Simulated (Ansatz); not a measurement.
## A short convergence ladder for LuBr3 (P3m1, 8 atoms in the cell)

```
LuBr3
1.0
   10.17123     0.00000     0.00000
   -5.08562     8.80855     0.00000
    0.00000     0.00000     3.64346
Lu Br
2 6
Cartesian
 -0.00001   5.87237   2.78259
  5.08562   2.93618   0.91086
  0.00000   3.79780   0.91086
  5.08562   5.01074   2.73259
  6.88224   1.89890   2.73259
 -1.79662   6.90964   0.91086
  1.79662   6.90964   0.91086
  3.28900   1.89890   2.73259
```

Base method: PBEsol, default PAW files made with PBE (plane waves; Ansatz, a program for electronic structure).

Base settings: basis.ecutwfc = 30.9 Ry; kpoints.mp_grid.grid = 2 2 5; hamiltonian.xc = pbesol; hamiltonian.pseudopotentials = {kind: paw} (the program's default PAW files); scf.occupations.method = fixed.

**The width of Fermi-Dirac smearing**

In this ladder: scf.occupations.method = fermi_dirac.

The mesh stays at the base's, so the ladder's end is converged at best in this setting alone.

Only quantities that move along the ladder and can be compared are tabulated.

```tsv
scf.occupations.width	free energy less the last step's (meV/atom)	pressure (GPa)	largest difference of a force vector from the last step's (eV/Å)
0.0735 Ry	-309.02	0.47	0.291
0.0367 Ry	-14.88	-0.54	0.023
0.0147 Ry	-0.03	-0.59	0.000
0.0073 Ry	0.00	-0.59	0.000
0.0015 Ry	0.00	-0.59	0.000
```

Widest scf.occupations.width that holds the forces within 0.005 eV/Å of the last step, with all finer ones: 0.0147 Ry; the step before is off by 0.023 eV/Å.

Widest scf.occupations.width that holds the pressure within 0.2 GPa of the last step, with all finer ones: 0.0367 Ry; the step before is off by 1.1 GPa.

Widest scf.occupations.width that holds the free energy within 2 meV/atom of the last step, with all finer ones: 0.0147 Ry; the step before is off by 15 meV/atom.

On the base run: the starting cell comes from a database of computed structures (which also holds hypothetical and non-ambient phases and stackings), without a prior relaxation at this level. Its lattice was rescaled by up to half a per cent. One atom was moved a little off its site on purpose. Ansatz's pressure includes its estimate of the finite-basis (Pulay) stress.

Keys are those of Ansatz 0.2.
